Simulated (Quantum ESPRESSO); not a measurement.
A self-consistent single point of ZrB (P-6m2, 4 atoms in the cell) with Quantum ESPRESSO.

Computed with LDA (PZ), GBRV 1.5 ultrasoft (LDA) pseudopotentials (plane waves; Quantum ESPRESSO).

```
CELL_PARAMETERS angstrom
      3.61247     0.00000     0.00000
     -1.80624     3.12849     0.00000
      0.00000     0.00000     5.24056
ATOMIC_POSITIONS crystal
  Zr 0.66667 0.33333 0.00000
  Zr 0.33333 0.66667 0.50000
  B  0.00000 0.00000 0.23265
  B  0.00000 0.00000 0.76735
```

Reference input (self-consistent single point, DFT, LDA (PZ), plane waves, GBRV 1.5 ultrasoft (LDA) pseudopotentials): ecutwfc = 40 Ry; ecutrho = 320 Ry; occupations = smearing; smearing = marzari-vanderbilt; degauss = 0.0147 Ry; potentials = {Zr: zr_lda_v1.uspp.F.UPF, B: b_lda_v1.4.uspp.F.UPF}; K_POINTS = automatic 14 14 8 0 0 0; conv_thr = 1e-11 Ry; mixing_beta = 0.4. This run's input differs from it in these lines:

```diff
@@ -36,3 +36,3 @@
 K_POINTS {automatic}
-14 14 8  0 0 0
+12 12 7  0 0 0
```

Output, abridged:

```
     Self-consistent Calculation

     iteration #  1     ecut=    40.00 Ry     beta= 0.40

---- Real-time Memory Report at c_bands before calling an iterative solver
           163 MiB given to the printing process from OS
            65 MiB allocation reported by mallinfo(arena+hblkhd)
------------------

     negative rho (up, down):  1.204E-01 0.000E+00

     total energy              =    -211.30654903 Ry
     estimated scf accuracy    <       0.60185499 Ry

     iteration #  2     ecut=    40.00 Ry     beta= 0.40

---- Real-time Memory Report at c_bands before calling an iterative solver
   [... lines left out ...]
           237 MiB given to the printing process from OS
           101 MiB allocation reported by mallinfo(arena+hblkhd)
------------------

     negative rho (up, down):  1.229E-01 0.000E+00

     total energy              =    -211.47708254 Ry
     estimated scf accuracy    <          1.5E-11 Ry

     iteration # 15     ecut=    40.00 Ry     beta= 0.40

---- Real-time Memory Report at c_bands before calling an iterative solver
           237 MiB given to the printing process from OS
           101 MiB allocation reported by mallinfo(arena+hblkhd)
------------------

     negative rho (up, down):  1.229E-01 0.000E+00
     End of self-consistent calculation

     the Fermi energy is    12.0843 ev

!    total energy              =    -211.47708254 Ry
     estimated scf accuracy    <          4.6E-13 Ry
     smearing contrib. (-TS)   =       0.00247883 Ry
     internal energy E=F+TS    =    -211.47956137 Ry

     convergence has been achieved in  15 iterations

     negative rho (up, down):  1.229E-01 0.000E+00

     Forces acting on atoms (cartesian axes, Ry/au):

     atom    1 type  1   force =     0.00000000    0.00000000    0.00000000
     atom    2 type  1   force =     0.00000000    0.00000000    0.00000000
     atom    3 type  2   force =     0.00000000    0.00000000    0.00014997
     atom    4 type  2   force =     0.00000000    0.00000000   -0.00014997

     Total force =     0.000212     Total SCF correction =     0.000000

     negative rho (up, down):  1.229E-01 0.000E+00
          total   stress  (Ry/bohr**3)                   (kbar)     P=      -79.66
  -0.00052944   0.00000000   0.00000000          -77.88        0.00        0.00
   0.00000000  -0.00052944   0.00000000            0.00      -77.88        0.00
   0.00000000   0.00000000  -0.00056568            0.00        0.00      -83.21

   JOB DONE.
```

The run converged in 15 iterations. Against the reference run the free energy drops by 1.1 meV/atom, the pressure moves little (-7.96 to -7.97 GPa) and the largest force goes from 0.037 to 0.004 eV/Å.

The starting cell comes from a database of computed structures (which also holds hypothetical and non-ambient phases and stackings), without a prior relaxation at this level. With a pressure of about -8 GPa the cell is away from its equilibrium volume at this level.

Cost on one core of a shared machine: roughly 60 s.
